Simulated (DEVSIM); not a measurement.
Device: abrupt Si p-n junction, at 300 K.

| layer (left to right) | material | thickness (μm) | Nd (cm⁻³) | Na (cm⁻³) | τn (s) | τp (s) |
|---|---|---|---|---|---|---|
| 1 | Si | 22.0 | - | 4.3e15 | 0.00018 | 0.00018 |
| 2 | Si | 81.0 | 3.2e16 | - | 0.00018 | 0.00018 |

Left contact: ohmic. Right contact: ohmic. Voltage is applied to the left contact. Recombination: SRH at mid-gap, radiative, Auger. Mobility is μmin + (μ − μmin)/(1 + (N/Nref)^α).

This is a model device: material constants are rounded textbook-type values typed into the input, and sizes, dopings and lifetimes were drawn at random. Values at 300 K; Nc and Nv go as T^1.5, mobilities as T to minus their exponent, the gap by Varshni's rule with the affinity fixed.

| parameter | Si |
|---|---|
| gap (eV) | 1.124 |
| affinity (eV) | 4.05 |
| permittivity | 11.7 |
| Nc (cm⁻³) | 2.86e19 |
| Nv (cm⁻³) | 3.1e19 |
| μn (cm²/Vs) | 1417 |
| μp (cm²/Vs) | 470 |
| μn,min | 52 |
| μp,min | 45 |
| Nref,n | 9.7e16 |
| Nref,p | 2.2e17 |
| αn | 0.68 |
| αp | 0.72 |
| T exponent of μn | 2.3 |
| T exponent of μp | 2.2 |
| B (cm³/s) | 4.7e-15 |
| Cn (cm⁶/s) | 2.8e-31 |
| Cp (cm⁶/s) | 9.9e-32 |
| Varshni α (eV/K) | 0.000473 |
| Varshni β (K) | 636 |

DEVSIM, 1D drift-diffusion, Boltzmann statistics, complete ionisation; no tunnelling, impact ionisation, image-force lowering or self-heating.

The temperature was swept, all else fixed.

```tsv
temperature (K)	dark forward voltage at 1 A/cm² (V)	largest field in the device at zero bias (V/cm)	potential step across the device at zero bias (V)	dark forward voltage at 100 A/cm² (V)
250	0.714	30000	0.810	0.928
300	0.610	28000	0.719	0.891
350	0.503	26000	0.624	0.859
400	0.394	24000	0.526	0.832
450	0.285	21000	0.426	0.808
500	0.175	19000	0.324	0.789
```

From the first row to the last the dark forward voltage at 1 A/cm² goes from 0.714 to 0.175. From the first row to the last the largest field in the device at zero bias goes from 30000 to 19000.
